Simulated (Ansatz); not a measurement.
The reference is TiSi₂ (space group Cmcm, No. 63; a = 3.515 Å, b = 13.348 Å, c = 3.557 Å). Axes: x, y, z lie along a, b, c of the conventional cell.

Calculations: Kohn–Sham DFT with the PBEsol functional, run in Ansatz (an electronic-structure program) with PAW and 420 eV plane waves, spin-orbit coupling left out.

Strains are applied to the cell and any free atomic positions relax.

One change was made to it. Results:

The pressure (mean of the normal stresses, compression positive) goes from zero to 0.5 GPa; the energy goes up by 18 meV/atom; the shortest interatomic distance grows by 0.008 bohr to 4.532 bohr.

Question: Which change produced these results?
A. uniaxial strain ε_yy = −0.35 %
B. strain tensor (xx, yy, zz, yz, xz, xy) = (−3.84, +1.95, +0.70, +0.65, −1.06, −0.62) %
C. tensor shear ε_xy = +2.90 %
D. tensor shear ε_yz = +0.55 %

Answer: C, tensor shear ε_xy = +2.90 %. For comparison, the energy relative to the base in the other runs: strain tensor (xx, yy, zz, yz, xz, xy) = (−3.84, +1.95, +0.70, +0.65, −1.06, −0.62) % gives +22 meV/atom; uniaxial strain ε_yy = −0.35 % gives +0.1 meV/atom; tensor shear ε_yz = +0.55 % gives +0.7 meV/atom.

Without a gap, meshes like the base's 14×14×13 leave anisotropic stresses uncertain by several tenths of a GPa, and small strain energies with them. Whether these cells are dynamically stable was not tested. The final runs are not spin-polarised.
